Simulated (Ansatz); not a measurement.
Corundum In2O3 (high-pressure phase) was calculated with PBE0 (Ansatz, an electronic-structure program, PAW).

Run with plane-wave cutoff 500 eV, 6×6×6 k mesh, gaussian smearing 0.02 eV, scalar-relativistic PAW data made under PBE.

Cell (relaxed with r²SCAN):

```yaml
crystal:
  lattice:
    - [2.75388, 1.58995, 4.85413]
    - [-2.75388, 1.58995, 4.85413]
    - [0.00000, -3.17990, 4.85413]
  atoms:
    - { symbol: In, position: [0.64295, 0.64295, 0.64295] }
    - { symbol: In, position: [0.35705, 0.35705, 0.35705] }
    - { symbol: In, position: [0.85705, 0.85705, 0.85705] }
    - { symbol: In, position: [0.14295, 0.14295, 0.14295] }
    - { symbol: O, position: [0.04660, 0.75000, 0.45340] }
    - { symbol: O, position: [0.95340, 0.25000, 0.54660] }
    - { symbol: O, position: [0.45340, 0.04660, 0.75000] }
    - { symbol: O, position: [0.54660, 0.95340, 0.25000] }
    - { symbol: O, position: [0.75000, 0.45340, 0.04660] }
    - { symbol: O, position: [0.25000, 0.54660, 0.95340] }
```

Problem. Give the computed band gap.

Solution. 
* **band gap**: 3.42 eV (on the SCF k mesh)

Note: cell and atoms aren't relaxed at this level (largest force component 0.03 eV/Å, pressure -1.2 GPa).

Spin–orbit coupling is not included.

Computed values are for the static lattice.

Computing time: around 11 core-minutes (rough).
